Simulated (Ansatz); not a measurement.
Worked example: self-consistent single point of Zr₃Si (P6_3/mmc, 8 atoms in the cell) in Ansatz (a program for electronic structure).

Method of the run: r2SCAN, default PAW files made with PBE (plane waves; Ansatz).

```
CELL_PARAMETERS angstrom
      6.11738     0.00000     0.00000
     -3.05869     5.29781     0.00000
      0.00000     0.00000     4.97109
ATOMIC_POSITIONS crystal
  Zr 0.34548 0.17274 0.75000
  Zr 0.65452 0.82726 0.25000
  Zr 0.17274 0.34548 0.25000
  Zr 0.82726 0.65452 0.75000
  Zr 0.82726 0.17274 0.75000
  Zr 0.17274 0.82726 0.25000
  Si 0.66667 0.33333 0.25000
  Si 0.33333 0.66667 0.75000
```

Reference input (self-consistent single point, DFT, r2SCAN, plane waves, default PAW files made with PBE): basis.ecutwfc = 500 eV; kpoints.mp_grid.grid = 5 5 5; hamiltonian.xc = r2scan; hamiltonian.pseudopotentials = {kind: paw} (the program's default PAW files); scf.occupations.method = fermi_dirac; scf.occupations.width = 0.1 eV. This run's input differs from it in these lines:

Ansatz 0.2 input:
```diff
@@ -22,3 +22,3 @@
 scf:
-  occupations: { method: fermi_dirac, width: 0.1 eV }
+  occupations: { method: fermi_dirac, width: 0.01 eV }
 output:
```

Output (repeated stretches shortened):

```
SCF iter   1: F=—  HF=-26450.992183 eV  |F-HF|=—  |Δ(HF+E_count)|=         —  Δρ=8.21e-3  dr2=9.26e-2  dr2_τ=5.18e-2  ethr=1.77e-3  ⟨swp⟩=7.6  Hψ=2993  notcnv=0
all-band conjugate gradients solve this SCF's bands
preconditioner: auto → Resta (q_TF=auto, 2.428 Å⁻¹)
SCF iter   2: F=—  HF=-26451.248970 eV  |F-HF|=—  |Δ(HF+E_count)|=   2.57e-1  Δρ=5.60e-3  dr2=4.43e-2  dr2_τ=1.31e-3  ethr=1.16e-4  ⟨swp⟩=2.2  Hψ=1540  notcnv=0  defer=27
   [... lines left out ...]
SCF iter   5: F=—  HF=-26451.254107 eV  |F-HF|=—  |Δ(HF+E_count)|=   1.32e-4  Δρ=8.57e-5  dr2=1.13e-5  dr2_τ=3.69e-7  ethr=2.85e-7  ⟨swp⟩=2.0  Hψ=934  notcnv=0  defer=27
SCF iter   6: F=—  HF=-26451.253949 eV  |F-HF|=—  |Δ(HF+E_count)|=   1.58e-4  Δρ=2.47e-5  dr2=1.55e-6  dr2_τ=1.93e-8  ethr=1.42e-8  ⟨swp⟩=2.1  Hψ=969  notcnv=0  defer=27
SCF iter   7: F=-26451.253949 eV  HF=-26451.253949 eV  |F-HF|=4.60e-9  |Δ(HF+E_count)|=   5.70e-7  Δρ=4.30e-6  dr2=4.16e-8  dr2_τ=1.98e-9  ethr=1.25e-10  ⟨swp⟩=8.7  Hψ=3322  notcnv=0
SCF 1 converged in 7 iterations: F = -26451.253949 eV  dr2 = 4.16e-8
Free energy (F): -26451.253949 eV
Internal energy: -26451.250890 eV  (E = F + TS)
E sigma→0 (E₀):  -26451.252420 eV
Entropy (-TS):   -0.003059 eV (-0.382 meV/atom)
Fermi energy:    14.077091 eV
--- Forces (eV/Å), atoms counted from 1 ---
  atom   1  Zr    -0.04585385    -0.02647373     0.00000000
  atom   2  Zr     0.04585385     0.02647373    -0.00000000
  atom   3  Zr     0.00000000    -0.05294746    -0.00000000
  atom   4  Zr    -0.00000000     0.05294746     0.00000000
  atom   5  Zr     0.04585385    -0.02647373    -0.00000000
  atom   6  Zr    -0.04585385     0.02647373     0.00000000
  atom   7  Si    -0.00000000     0.00000000     0.00000000
  atom   8  Si     0.00000000    -0.00000000    -0.00000000
--- Stress (GPa, compression-positive) ---
       -1.007831       0.000000       0.000000
        0.000000      -1.007831      -0.000000
        0.000000      -0.000000      -1.635017
  P = ⅓ Tr σ = -1.2169 GPa (-12.169 kbar)
  The stress holds the Pulay correction. Without it, at fixed plane waves, as pw.x and ABINIT print it: P = -1.2933 GPa
```

The run converged in 7 iterations. Against the reference run the free energy goes up by 11.0 meV/atom, the pressure hardly changes (-1.18 to -1.22 GPa) and the largest force hardly changes (0.051 to 0.053 eV/Å).

The starting cell comes from a database of computed structures (which also holds hypothetical and non-ambient phases and stackings), without a prior relaxation at this level. Ansatz's pressure includes its estimate of the finite-basis (Pulay) stress.
